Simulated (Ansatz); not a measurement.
Results of BLYP in Ansatz (PAW) for L1₂ (Cu3Au-type) Ni₃Si.

Numerical settings: plane-wave cutoff 520 eV, 16×16×16 k mesh, Fermi–Dirac smearing 0.05 eV, no spin polarisation, scalar-relativistic PAW data made under PBE.

Pressure at four volumes; x = ln(V/11.312 Å³). One pressure is withheld.

```json
[
 {"V (Å³/atom)": "10.634", "x": "-0.0618", "P (GPa)": "?"},
 {"V (Å³/atom)": "10.860", "x": "-0.0408", "P (GPa)": "8.08"},
 {"V (Å³/atom)": "11.312", "x": "0.0000", "P (GPa)": "0.01"},
 {"V (Å³/atom)": "11.991", "x": "0.0583", "P (GPa)": "-9.04"}
]
```

Q: Pass a parabola P(x) through the three rows shown, estimate the bulk modulus and its pressure derivative near zero pressure, and predict the withheld pressure.

A: Slopes between the rows: (0.01 − (8.08))/(0.0000 − (-0.0408)) = -197.79 and (-9.04 − (0.01))/(0.0583 − (0.0000)) = -155.23 GPa. Their difference over the span 0.0991 is c = 42.56/0.0991 = 429.5 GPa, so P(x) = 8.08 + (-197.79)(x − (-0.0408)) + 429.5 (x − (-0.0408))(x − (0.0000)). At the middle row B = −dP/dx = −[-197.79 + 429.5 × 0.0408] = 180.3 GPa, and B′ = dB/dP = 2c/B = 4.8. At x = -0.0618 the parabola gives 12.79 GPa; the run gives 12.89 GPa. The Birch–Murnaghan fit to the energies at all volumes has B0 = 179 GPa and B′ = 4.9.

Ansatz is a quantum-chemistry and plane-wave program.
